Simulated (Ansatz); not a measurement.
Input:

End structure of Al on a Mo site (surface) in a 3x3 cell of the 1x1 (110) surface of bcc Mo:

```yaml
crystal:
  lattice:
    - [8.21205, 0.00000, 0.00000]
    - [-2.73735, 7.74239, 0.00000]
    - [0.00000, 0.00000, 26.00000]
  atoms:
    - { symbol: Mo, position: [0.16667, 0.16667, 0.37429] }
    - { symbol: Mo, position: [0.16667, 0.50000, 0.37429] }
    - { symbol: Mo, position: [0.16667, 0.83333, 0.37429] }
    - { symbol: Mo, position: [0.50000, 0.16667, 0.37429] }
    - { symbol: Mo, position: [0.50000, 0.50000, 0.37429] }
    - { symbol: Mo, position: [0.50000, 0.83333, 0.37429] }
    - { symbol: Mo, position: [0.83333, 0.16667, 0.37429] }
    - { symbol: Mo, position: [0.83333, 0.50000, 0.37429] }
    - { symbol: Mo, position: [0.83333, 0.83333, 0.37429] }
    - { symbol: Mo, position: [0.00000, 0.00000, 0.45616] }
    - { symbol: Mo, position: [0.00008, 0.33363, 0.45640] }
    - { symbol: Mo, position: [0.99992, 0.66637, 0.45640] }
    - { symbol: Mo, position: [0.33363, 0.00008, 0.45640] }
    - { symbol: Mo, position: [0.33333, 0.33333, 0.45666] }
    - { symbol: Mo, position: [0.33308, 0.66692, 0.45681] }
    - { symbol: Mo, position: [0.66637, 0.99992, 0.45640] }
    - { symbol: Mo, position: [0.66692, 0.33308, 0.45681] }
    - { symbol: Mo, position: [0.66667, 0.66667, 0.45666] }
    - { symbol: Mo, position: [0.16882, 0.16882, 0.54225] }
    - { symbol: Mo, position: [0.16632, 0.50054, 0.54299] }
    - { symbol: Mo, position: [0.16402, 0.83598, 0.54403] }
    - { symbol: Mo, position: [0.50054, 0.16632, 0.54299] }
    - { symbol: Mo, position: [0.50000, 0.50000, 0.54350] }
    - { symbol: Mo, position: [0.49946, 0.83368, 0.54299] }
    - { symbol: Mo, position: [0.83598, 0.16402, 0.54403] }
    - { symbol: Mo, position: [0.83368, 0.49946, 0.54299] }
    - { symbol: Mo, position: [0.83118, 0.83118, 0.54225] }
    - { symbol: Al, position: [0.00000, 0.00000, 0.63183] }
    - { symbol: Mo, position: [0.99650, 0.33682, 0.62516] }
    - { symbol: Mo, position: [0.00350, 0.66318, 0.62516] }
    - { symbol: Mo, position: [0.33682, 0.99650, 0.62516] }
    - { symbol: Mo, position: [0.32999, 0.32999, 0.62504] }
    - { symbol: Mo, position: [0.33319, 0.66682, 0.62519] }
    - { symbol: Mo, position: [0.66318, 0.00350, 0.62516] }
    - { symbol: Mo, position: [0.66682, 0.33319, 0.62519] }
    - { symbol: Mo, position: [0.67001, 0.67001, 0.62504] }
```

Set-up: 36 atoms, 6.5 Å thick at the start (thin: gaps and levels are the slab's own); mesh 4x4x1; 0.1 eV smearing; dipole correction on; 9 atoms held, the rest relaxed; held to the start's symmetry, so lower structures may exist; no spin, no spin-orbit, no U.

Q: What formation energy against fcc Al, bcc Mo does PBE in Ansatz (a quantum-chemistry and plane-wave program) give?

A: -1.31 eV

Q: Predict the work function of the top face from PBE.

A: 4.56 eV

Q: What is the computed change of the step from the bottom to the top vacuum level, against the clean slab (PBE)?

A: -0.010 eV

Q: Give the change of the work function at the level PBE.

A: -0.033 eV
